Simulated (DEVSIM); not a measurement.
Device: isotype n-n heterojunction Al0.25Ga0.75As/GaAs, at 300 K.

Layer 1 from the left is Al0.25Ga0.75As, thickness (μm) 0.600, Nd (cm⁻³) 1.3e16, τn (s) 1.8e-9, τp (s) 1.8e-9. Layer 2 from the left is GaAs, thickness (μm) 0.360, Nd (cm⁻³) 6.3e15, τn (s) 1.8e-9, τp (s) 1.8e-9.

Left contact: ohmic. Right contact: ohmic. Voltage is applied to the left contact. Recombination: SRH at mid-gap, radiative. Mobility is μmin + (μ − μmin)/(1 + (N/Nref)^α).

The device is made up for the run: typed textbook-type constants, with dimensions and the other settings drawn at random. Values at 300 K.

Al0.25Ga0.75As: gap (eV) 1.7357, affinity (eV) 3.8725, permittivity 12.19, Nc (cm⁻³) 6.5e17, Nv (cm⁻³) 9e18, μn (cm²/Vs) 4375, μp (cm²/Vs) 221, μn,min 500, μp,min 20, Nref,n 6e16, Nref,p 1.5e17, αn 0.39, αp 0.38, B (cm³/s) 2e-10. GaAs: gap (eV) 1.424, affinity (eV) 4.07, permittivity 12.9, Nc (cm⁻³) 4.7e17, Nv (cm⁻³) 9e18, μn (cm²/Vs) 8500, μp (cm²/Vs) 400, μn,min 500, μp,min 20, Nref,n 6e16, Nref,p 1.5e17, αn 0.39, αp 0.38, B (cm³/s) 2e-10.

DEVSIM, 1D drift-diffusion, Boltzmann statistics, complete ionisation; no tunnelling, impact ionisation, image-force lowering or self-heating. Band offsets follow the typed affinities; no thermionic-emission limit at abrupt steps, no polarisation charge.

What does the simulation give for the potential step across the device at zero bias?

potential step across the device at zero bias 0.208 V.
